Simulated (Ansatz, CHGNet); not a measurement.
For hexagonal WC, the machine-learned potential CHGNet 0.3.0 (trained on PBE and PBE+U data) gives:

| Property | Result |
|---|---|
| equilibrium lattice constant a | 2.926 Å |
| lattice parameter c | 2.863 Å |
| formation enthalpy | 0.025 eV/atom |

Problem. What does r²SCAN+rVV10 (plane waves, PAW; Ansatz, a program for electronic structure) give for the same quantities?

Solution. 
- lattice constant a: 2.907 Å (shrinks by 0.6 %)
- lattice parameter c: 2.832 Å (decreases by 1.1 %)
- formation enthalpy: -0.206 eV/atom (moves by -0.231 eV/atom)

For comparison: lattice constant a 2.906 Å (measured, 300 K, not corrected to a static lattice; as tabulated in Wikipedia's data pages); lattice parameter c 2.837 Å (measured, 300 K, no zero-point or thermal correction; as tabulated in Wikipedia's data pages); formation enthalpy -0.210 ± 0.009 eV/atom (measured, 298 K, copied from a table, unchecked, no zero-point or thermal correction; as tabulated in Wang et al. (2021), doi:10.1038/s41598-021-94550-5).

Changes are worked out from the printed values.

Unless a cell is named, each level is at its own relaxed cell (CHGNet 0.3.0 10.61, r²SCAN+rVV10 10.36 Å³/atom).

Levels without +SOC leave out spin–orbit coupling, which shifts energies and cells of such heavy elements.

Ansatz's density-functional and Hartree–Fock values are scalar-relativistic unless marked +SOC, with PAW data made under PBE.
